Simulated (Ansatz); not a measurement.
**Mg$_{3}$PbO in the anti-perovskite structure (space group Pm-3m, No. 221; a hypothetical phase, not in the database extracts checked)**

Space group Pm-3m (No. 221); a = 4.4341 Å, b = 4.4341 Å, c = 4.4341 Å, α = 90.00°, β = 90.00°, γ = 90.00°

| atom | site | symmetry | x | y | z |
|---|---|---|---|---|---|
| Mg | 3c | 4/mm.m | 0.0000 | 0.5000 | 0.5000 |
| Pb | 1a | m-3m | 0.0000 | 0.0000 | 0.0000 |
| O | 1b | m-3m | 0.5000 | 0.5000 | 0.5000 |

Calculations: PBE (Ansatz, a quantum-chemistry and plane-wave program, PAW, spin-orbit coupling left out). Settings: 11×11×11 k-points, 0.05 eV Fermi–Dirac smearing.

- Volume per atom = 17.44 Å³
- Density = 5.64 g/cm³
- Band gap = zero
- Total energy = -3649.497 eV/atom (σ→0; compares only within this code and set-up)

Whether these cells are dynamically stable was not tested. All final runs are without spin polarisation. The zero or small gap of Mg3PbO can change with the level of theory.
